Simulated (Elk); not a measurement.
Band structure of NdIn (Pm-3m, 2 atoms in the cell).

```yaml
crystal:
  lattice:
    - [3.86784, 0.00000, 0.00000]
    - [0.00000, 3.86784, 0.00000]
    - [0.00000, 0.00000, 3.86784]
  atoms:
    - { symbol: Nd, position: [0.00000, 0.00000, 0.00000], spin: 3.0 }
    - { symbol: In, position: [0.50000, 0.50000, 0.50000] }
```
(The spins are starting values, not results.)

Method of the run: PBEsol, all-electron FP-LAPW, Elk's shipped species files, LAPW+lo basis run with Elk.

Settings: xctype = 22; spinpol = true; rgkmax = 8; stype = 3; swidth = 0.00367493 Ha; ngridk = 7 7 7; reducebf = 0.7; gmaxvr = 14 1/bohr; nxoapwlo = 1; bfcmt = [[0.0, 0.0, -1.5], [0.0, 0.0, 0.0]].

The starting cell comes from a database of computed structures (which also holds hypothetical and non-ambient phases and stackings), without a prior relaxation at this level. Spin-orbit coupling is off. With one magnetic atom in the cell only a parallel order is possible. With U or open f shells several self-consistent states can exist. The f electrons are in the valence without U or exact exchange, which can misplace them near the Fermi level. Spin-orbit terms, which matter for f shells, are left out. Values depend on the basis (sphere radii, cutoffs, local orbitals), which need not be converged.

Levels in eV from the Fermi level, bands 16 to 23 of the first spin channel:
| point | 16 | 17 | 18 | 19 | 20 | 21 | 22 | 23 |
|---|---|---|---|---|---|---|---|---|
| Γ | -0.21 | -0.14 | -0.13 | -0.08 | 0.04 | 0.06 | 0.09 | 3.53 |
| X | -0.10 | -0.06 | -0.03 | 0.05 | 0.13 | 0.15 | 0.18 | 0.70 |
| M | -0.22 | -0.12 | -0.10 | -0.07 | 0.07 | 0.19 | 0.36 | 0.38 |
| R | -2.41 | -0.12 | -0.07 | -0.06 | 0.16 | 0.18 | 0.20 | 0.29 |

Bands cross the Fermi level along this path, so the cell is metallic at this level.

The net moment of the cell came out as 3.91 μB.
